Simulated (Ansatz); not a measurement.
The structure below was relaxed with DFT with PBEsol, PAW potentials and a 420 eV plane-wave cutoff in Ansatz (a program for electronic structure), scalar-relativistic without spin-orbit coupling.

Space group P4₂/nmc, origin choice 1 (No. 137); a = b = 3.567 Å, c = 5.166 Å, α = β = γ = 90.00°

| atom | site | symmetry | x | y | z |
|---|---|---|---|---|---|
| Hf | 2a | -4m2 | 0.0000 | 0.0000 | 0.0000 |
| O | 4d | 2mm. | 0.0000 | 0.5000 | 0.2001 |

**Question.** Write out a cell with all atoms.

**Answer.** 
```cif
data_Hf2O4
_chemical_formula_sum 'Hf2 O4'
_space_group_name_H-M_alt 'P 1'
_space_group_IT_number 1
_cell_length_a 3.56704
_cell_length_b 3.56704
_cell_length_c 5.16595
_cell_angle_alpha 90.000
_cell_angle_beta 90.000
_cell_angle_gamma 90.000
loop_
_space_group_symop_operation_xyz
  'x, y, z'
loop_
_atom_site_label
_atom_site_type_symbol
_atom_site_fract_x
_atom_site_fract_y
_atom_site_fract_z
_atom_site_occupancy
Hf1 Hf 0.00000 0.00000 0.00000 1
Hf2 Hf 0.50000 0.50000 0.50000 1
O1 O 0.00000 0.50000 0.20009 1
O2 O 0.00000 0.50000 0.70009 1
O3 O 0.50000 0.00000 0.29991 1
O4 O 0.50000 0.00000 0.79991 1
```
This is the conventional cell.

No phonon test of stability was made. The cell was made from ZrO2 by this change: Zr → Hf. This is not the structure that HfO2 has at room temperature and ambient pressure.
